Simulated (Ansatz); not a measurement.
We look at the formation energy of NiSi2 (Fm-3m) from the elements. Reaction: 2 Si (diamond) + Ni (fcc) → NiSi2 (Fm-3m). A negative value means that the right-hand side lies lower. The value is per atom of the solid.

NiSi2 (Fm-3m), 3 atoms in the cell; spin state with PBE: no moments, k-point mesh 12×12×12 on the run's own vectors.
```
NiSi2
1.0
    0.00000     2.72182     2.72182
    2.72182     0.00000     2.72182
    2.72182     2.72182     0.00000
Si Ni
2 1
Cartesian
  1.36091   1.36091   1.36091
  4.08272   4.08272   4.08272
  0.00000   0.00000   0.00000
```

Si (diamond, Fd-3m), 2 atoms in the cell, k-point mesh 10×10×10 on the run's own vectors. Conventional cell: a = b = c = 5.470 Å, α = β = γ = 90.00°.

Ni (fcc, Fm-3m), 1 atom in the cell; spin state with PBE: net moment 0.6 μB a cell, k-point mesh 30×30×30 on the run's own vectors. Conventional cell: a = 3.521 Å, b = 3.521 Å, c = 3.521 Å, α = 90.00°, β = 90.00°, γ = 90.00°.

Computed with Ansatz (plane waves, PAW), its PAW set soft_1, cutoff 420 eV. The structures are at rest with PBE. Neutral cells; Fermi-Dirac smearing of at most 0.10 eV in the solids, energies taken to zero width. A dispersion term (D3(BJ), or D4 for r2SCAN) was computed beside these levels and is taken off wherever the name lacks it. Static lattices, no vibrational contributions. No search over spin orders was made beyond those shown.

Problem. Give the value at the level PBE.

Solution. -0.35 eV/atom, for 2 Si (diamond) + Ni (fcc) → NiSi2 (Fm-3m).

Ansatz is a quantum-chemistry and plane-wave program.
